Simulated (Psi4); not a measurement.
Psi4 1.11, HF/cc-pvdz, scf_type pk: B(H)(OH)(SiMe3) (C[Si](C)(C)BO), 17 atoms. The geometry is a generated start, not checked to be a minimum at this level.

```json
{
 "task": "energy",
 "method": "scf",
 "basis": "cc-pvdz",
 "scf_type": "pk",
 "guess": "auto, which took SAD (default)",
 "diis_max_vecs": "10 (default)",
 "scf_initial_accelerator": "adiis (default)",
 "e_convergence": "1e-06 (default)",
 "d_convergence": "1e-06 (default)",
 "basis_functions": "143"
}
```

On 4 threads. Build: conda-forge: OpenMP (LLVM), MKL, Libint2. Each setting ran once; only counts and results are compared.

Values of memory tried: 8 GB, 4 GB, 2 GB, 1 GB, 0.5 GB, 0.3 GB.

Task: Which of these memory settings still run, and by which path?

Result: It runs down to 0.3 GB, the lowest tried, with the same result. At 8 GB: SCF: PK in core. From 1 GB down: SCF: PK on disk.

| memory | path | peak memory |
|---|---|---|
| 8 GB | SCF: PK in core | 1.2 GiB |
| 4 GB | SCF: PK in core | 1.2 GiB |
| 2 GB | SCF: PK in core | 1.2 GiB |
| 1 GB | SCF: PK on disk | 1.2 GiB |
| 0.5 GB | SCF: PK on disk | 0.76 GiB |
| 0.3 GB | SCF: PK on disk | 0.75 GiB |

Peak memory is the kernel's count for the largest process, libraries included and scratch files not. The peak passes the setting at 1 GB, 0.5 GB, 0.3 GB: it is no hard cap.
